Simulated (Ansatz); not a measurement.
A periodic model of amorphous Co27Ta5B17:

```xyz
49
Lattice="7.8073 -0.2251 -0.1823 -0.2251 7.3980 0.1900 -0.1823 0.1900 8.1431" Properties=species:S:1:pos:R:3 pbc="T T T"
Co     2.0053     0.4475     5.7488
Co     6.0749     4.3325     0.7427
Co     4.5255     3.3724     5.4841
Co     6.6917     1.8160     3.9516
Co     0.9818     5.3740     5.7474
Co     6.8913     6.9322     8.0734
Co     7.2892     2.1180     0.2904
Co     6.1532     1.6043     6.4315
Co     7.2553     7.2812     5.5113
Co     4.4285     1.9016     2.8534
Co     2.5296     3.2263     1.7069
Co     1.7247     6.8183     0.8828
Co     5.9274     4.2309     3.5876
Co     6.3711     0.6062     1.7855
Co     3.9259     7.2083     1.8093
Co    -0.1942     6.0814     2.3422
Co     3.7150     0.2447     7.3128
Co     0.6846     2.7527     5.8822
Co     3.6165     5.7915     5.8039
Co     2.6134     3.9195     7.0654
Co     3.3729     4.7365     3.4165
Co     4.3276     0.8995     5.0858
Co     0.8874     1.4969     2.3158
Co     2.5639     2.3299     4.1715
Co     3.7082     5.1585     0.7120
Co     1.5837     1.8592     8.0077
Co     6.2648     5.2133     6.0697
Ta     0.6088     3.8827     3.4248
Ta     4.4830     2.2745     0.2384
Ta     0.7188     4.4388     0.1518
Ta     2.0368     6.9216     3.6613
Ta     5.1770     6.6359     3.9145
B      5.6156     6.1571     1.2951
B      7.6213    -0.0002     3.2871
B      0.8149     1.4068     4.3506
B      6.1940     2.7169     2.0959
B      2.9766     2.0540     6.3280
B      2.2399     6.0582     7.2939
B      6.6684     3.3486     5.3128
B      2.4217     4.1240     5.0925
B      4.6175     4.5863     7.2164
B      5.6404     0.2513    -0.0661
B      6.1103     3.5160     7.0802
B      4.5959     3.7782     2.0909
B      0.6439     6.8100     7.1766
B      5.2790     7.0129     6.5089
B      2.7333     1.1992     1.6837
B      1.9350     5.2057     2.0204
B      7.4103     5.6590     4.1872
```

Calculation: PBE, scalar-relativistic without spin-orbit coupling (plane waves to 420 eV, PAW; Ansatz, a quantum-chemistry and plane-wave program). In the spin-polarised cell the level spacing at the Fermi energy can part levels of unlike spin.

A CHGNet melt-quench gave the starting glass, which DFT then relaxed. The hot cell started wider than the set density and was brought back towards it in steps. It is the lowest in DFT energy of 3 quenches. It is a model cell: composition and starting density were chosen by hand, and all elements were melted together. No dispersion term was used. Its density started from a set value of 9.07 and ended at 9.48 g/cm³. The quench (nominally 230 K/ps over its main leg) was far faster than any real one, so the model tends to hold more defects than a real film. A cell of this size samples the disorder only roughly. Volume and shape were free in the relaxation. On a 2×2×2 Γ-centred mesh force components of up to 0.18 eV/Å stay, since the relaxation ran on one k-point at (1/4, 1/4, 1/4).

Cut-offs for bonds: Co-Co 3.12 Å, Co-Ta 3.26 Å, Co-B 2.56 Å, Ta-Ta 3.74 Å, Ta-B 2.79 Å, B-B 2.08 Å.

Problem. Give the coordination numbers, mean bond lengths and angles.

Solution. 
| Property | Result |
|---|---|
| Mean coordination of Co | 13.48 (3 with 12, 14 with 13, 5 with 14, 4 with 15, 1 with 16) |
| Mean coordination of Ta | 17.20 (1 with 16, 3 with 17, 1 with 19) |
| Mean coordination of B | 8.47 (1 with 7, 7 with 8, 9 with 9) |
| Mean Co-Co bond | 2.612 Å (spread 0.186 Å, 104 counted) |
| Mean Co-B bond | 2.106 Å (spread 0.103 Å, 102 counted) |
| Mean Co-Ta bond | 2.745 Å (spread 0.181 Å, 54 counted) |
| Mean Ta-B bond | 2.508 Å (spread 0.118 Å, 26 counted) |
| Bond angle at Co | mean 95.8°, spread 34.5° |
| Bond angle at Ta | mean 94.4°, spread 35.4° |
| Bond angle at B | mean 98.9°, spread 30.7° |
